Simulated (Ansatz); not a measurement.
**Competing hops of interstitial Si in alpha quartz, charge state +4**

Consider interstitial Si in alpha quartz, charge state +4. Level of theory: PBE, PAW (plane waves to 420 eV; Ansatz, an electronic-structure program).

72-site cell at the relaxed PBE lattice, the Γ point alone, smearing 0.01 eV, spin-restricted, no finite-size correction. Energies are static. The charge state is imposed; whether it is stable for some Fermi level was not computed. Sites that were not tried may lie lower.

Barriers: single points on a 2×2×2 k-point mesh shifted by half a step along c at the bands' geometries.

```
Route                                       Start site over the lowest site run (eV)  Hop (Å)  Forward barrier (eV)  Backward barrier (eV)     Neighbours at the start                        Neighbours at the saddle  Saddle order  Forward, on the band's own sampling (eV)
------------------------------------------  ----------------------------------------  -------  --------------------  ---------------------  --------------------------  ----------------------------------------------  ------------  ----------------------------------------
a concerted move, in which Si travels most                                      0.46     1.21                  0.34                   0.80  2 O at 1.67, 2 O at 1.70 Å  2 O at 1.70, O at 1.71, O at 1.91, O at 2.17 Å   not checked                                      0.34
```

Paths come from climbing-image nudged elastic band runs.   A further band (a concerted move, in which Si travels most, 1.83 Å) gave 0.80 eV forward on its own sampling, 0.80 eV above the lowest site run, but a shoulder points to a second hump between its images, so it is not taken as a result.

The whole set of runs took around 3 core-hours (rough).
